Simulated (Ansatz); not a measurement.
Take MoSi2 (space group I4/mmm, No. 139; a = 3.217 Å, c = 7.875 Å; relaxed with 0.1 eV smearing) as the base. Axes: x, y, z lie along a, b, c of the conventional cell.

The values are results of plane-wave PAW DFT at the PBE level (Ansatz, a program for electronic structure, 420 eV), no spin-orbit coupling, not measurements.

Strains are applied to the cell and any free atomic positions relax; under biaxial strain the out-of-plane vector relaxes too.

One change was made to it. Results:

| quantity | base | after |
|---|---|---|
| volume per atom | 13.58 Å³ | 12.94 Å³ |
| energy relative to the base (free energy F) | 0 meV/atom | +38 meV/atom |

Problem. Which change produced these results?
A) biaxial strain −1.50 %, plane normal [001], relaxed out of plane
B) biaxial strain +1.00 %, plane normal [001], relaxed out of plane
C) biaxial strain −0.50 %, plane normal [001], relaxed out of plane
D) biaxial strain −3.00 %, plane normal [001], relaxed out of plane

Solution. D, biaxial strain −3.00 %, plane normal [001], relaxed out of plane. For comparison, the energy relative to the base in the other runs: biaxial strain −0.50 %, plane normal [001], relaxed out of plane gives +1.0 meV/atom; biaxial strain −1.50 %, plane normal [001], relaxed out of plane gives +9.3 meV/atom; biaxial strain +1.00 %, plane normal [001], relaxed out of plane gives +3.9 meV/atom.

Stability against distortions was not tested. All final runs are without spin polarisation.
